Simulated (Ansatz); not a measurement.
Consider SnC in the rock salt structure (space group Fm-3m, No. 225; a = 4.745 Å; a hypothetical phase, not in the database extracts checked; relaxed with 0.1 eV smearing). Axes: x, y, z lie along the cube axes.

Level of theory: Ansatz (a quantum-chemistry and plane-wave program), PBEsol, PAW, cutoff 420 eV, scalar-relativistic without spin-orbit coupling.

A first run, uniaxial strain ε_xx = +1.10 %, gives secant values C11 ≈ 250 GPa and C12 ≈ 85 GPa from its stress. A second run applies biaxial strain −1.33 %, plane normal [001], relaxed out of plane.

### Question
What does linear elasticity predict for −ε⊥/ε∥ in the second run, and what does the run give?

### Answer
Linear elasticity: 2 C12/C11 = 0.68. The run gives 0.70; any difference comes from nonlinear terms at these strains and numerical noise.

Stability against distortions was not tested. The final runs are not spin-polarised.
